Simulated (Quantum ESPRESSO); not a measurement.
Quantum ESPRESSO is run on ZrC (Fm-3m, 2 atoms in the cell), and the run fails. The aim is a self-consistent single point with DFT, PBE, plane waves, GBRV 1.5 ultrasoft (PBE) pseudopotentials.

Cell that was meant: a = 3.3095 Å, b = 3.3095 Å, c = 3.3095 Å, α = 60.00°, β = 60.00°, γ = 60.00°.

Part of the input:

```fortran
    ecutwfc = 40,
    ecutrho = 320,
    occupations = 'smearing',
    smearing = fermi-dirac,
    degauss = 0.0036749,
/
&ELECTRONS
```

The program printed (abridged):

```
     This program is part of the open-source Quantum ESPRESSO suite
     for quantum simulation of materials; please cite

 %%%%%%%%%%%%%%%%%%%%%%%%%%%%%%%%%%%%%%%%%%%%%%%%%%%%%%%%%%%%%%%%%%%%%%%%%%%%%%
     Error in routine  read_namelists (1):
      bad line in namelist &system: "    degauss = 0.0036749," (error could be in the previous line)
 %%%%%%%%%%%%%%%%%%%%%%%%%%%%%%%%%%%%%%%%%%%%%%%%%%%%%%%%%%%%%%%%%%%%%%%%%%%%%%

     stopping ...
```

### Question
From the messages shown, name the fault and mend the input.

### Answer
The fault is a string without quotes in a namelist. Fortran namelists need character values in quotes. To fix it, quote the value. The program stopped before any SCF iteration.

An input that runs soundly differs in these lines (not the only fix; some lines may just follow from the change or write a value another way):
```diff
-    smearing = fermi-dirac,
+    smearing = 'fermi-dirac',
```

With that input, the run converged in 12 iterations: free energy E − TS -1507.0908 eV; Fermi level (on the code's own zero) 15.18 eV; pressure 3.96 GPa (DFT, PBE, plane waves, GBRV 1.5 ultrasoft (PBE) pseudopotentials).

On the sound input: the starting cell comes from a database of computed structures (which also holds hypothetical and non-ambient phases and stackings), without a prior relaxation at this level. Its lattice was rescaled by a random factor within 2.5 % of one. With a pressure of about 4 GPa the cell is away from its equilibrium volume at this level.
